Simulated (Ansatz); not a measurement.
## HfO2 with two functionals, Hf → Zr

Take HfO2 (space group P2_1/c, No. 14; a = 5.162 Å, b = 5.213 Å, c = 5.353 Å, α = γ = 90.00°, β = 99.66°) as the base.

(Cell as relaxed with PBE.)

Levels (all Ansatz, a program for electronic structure, PAW, earlier PAW set): PBE (420 eV, scalar-relativistic without spin-orbit coupling); r2SCAN (500 eV, no SOC).

Each level relaxes its own structure.

```tsv
base	PBE	r2SCAN
volume per atom	11.83 Å³	11.54 Å³
band gap	4.04 eV	4.60 eV
```

It is then changed as follows: Zr takes the place of Hf on all its sites, then cell and atoms are relaxed.

```csv
quantity,PBE,r2SCAN
band gap,3.66 eV,?
"valence-band top at Γ (three highest levels, from the VBM)","0.00, -0.19, -0.55 eV",?
gap character,"indirect, Γ → Y₂",?
shift of the gap caused by the change,-0.39 eV,?
volume per atom,12.02 Å³,?
```

What does r2SCAN give?


- band gap, r2SCAN: 4.16 eV
- valence-band top at Γ (three highest levels, from the VBM), r2SCAN: 0.00, -0.19, -0.52 eV
- gap character, r2SCAN: indirect, Γ → Y₂
- shift of the gap caused by the change, r2SCAN: -0.43 eV
- volume per atom, r2SCAN: 11.80 Å³

PBE's band gap lies 0.506 eV below r2SCAN's; PBE's shift of the gap caused by the change lies 0.047 eV above r2SCAN's; PBE's volume per atom lies 0.22 Å³ above r2SCAN's (1.8 %); the two agree on the gap character. Neither level is exact; r2SCAN is the comparison here, not a measurement.

Spin-orbit coupling, missing from the scalar runs, can matter with Hf. Stability against distortions was not tested.
